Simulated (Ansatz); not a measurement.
We consider stishovite (SiO2), described by PBE (Ansatz, an electronic-structure program, PAW).

Settings: plane-wave cutoff 520 eV, 6×6×10 k mesh (along the axes of the cell as run), perturbation theory, scalar-relativistic PAW data made under PBE.

Computed at the level's own relaxed cell.

Task: Give the computed high-frequency dielectric constant (mean over three axes) and static dielectric constant (mean over three axes).

Result: 
- high-frequency dielectric constant (mean over three axes): 3.48
- static dielectric constant (mean over three axes): 11.8

Measured, for comparison: high-frequency dielectric constant 3.27 (temperature not stated, not corrected to a static lattice, mean of the two values across and the one along c; as tabulated in He et al. (2014), arXiv:1309.4805). Computed (rounded) less measured: high-frequency dielectric constant +6 %.
